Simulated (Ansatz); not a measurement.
The starting structures come from a database of crystals and need not be the phases stable at ambient conditions.

Here is the system:

```
CELL_PARAMETERS angstrom
      3.82886     0.00000     0.00000
     -1.91443     5.35268     0.00000
      0.00000     0.00000    12.67273
ATOMIC_POSITIONS crystal
  Si 0.75727 0.51454 0.94511
  Si 0.24273 0.48546 0.05489
  Si 0.24273 0.48546 0.44511
  Si 0.75727 0.51454 0.55489
  Si 0.42869 0.85738 0.15727
  Si 0.57131 0.14262 0.84273
  Si 0.57131 0.14262 0.65727
  Si 0.42869 0.85738 0.34273
  Si 0.97127 0.94254 0.90937
  Si 0.02873 0.05746 0.09063
  Si 0.02873 0.05746 0.40937
  Si 0.97127 0.94254 0.59063
```

Space group of this cell: Cmcm. The cell is taken as given.

The current runs along the normal of the first two printed vectors. All runs by Ansatz (a quantum-chemistry and plane-wave program), plane waves and PAW, without spin-orbit coupling; the base is r2SCAN.

| run | mean pressure (GPa) | gap (eV) | mid-gap κ (1/Å) |
|---|---|---|---|
| base | 0.2 | 0.69 | 0.150 |
| all lengths scaled by 0.98 | 6.4 | ? | ? |
| all lengths scaled by 1.02 | -4.5 | 0.75 | 0.155 |
| lengths across the current scaled by 0.98, ions clamped | 4.3 | 0.62 | 0.135 |
| lengths across the current scaled by 1.02, ions clamped | -3.1 | ? | ? |
| lengths along the current scaled by 0.97, ions clamped | 3.0 | 0.64 | 0.144 |
| lengths along the current scaled by 1.03, ions clamped | -2.1 | ? | ? |

Complete the blanks.


- all lengths scaled by 0.98, gap (eV): 0.61
- all lengths scaled by 0.98, mid-gap κ (1/Å): 0.142
- lengths across the current scaled by 1.02, ions clamped, gap (eV): 0.71
- lengths across the current scaled by 1.02, ions clamped, mid-gap κ (1/Å): 0.151
- lengths along the current scaled by 1.03, ions clamped, gap (eV): 0.70
- lengths along the current scaled by 1.03, ions clamped, mid-gap κ (1/Å): 0.143
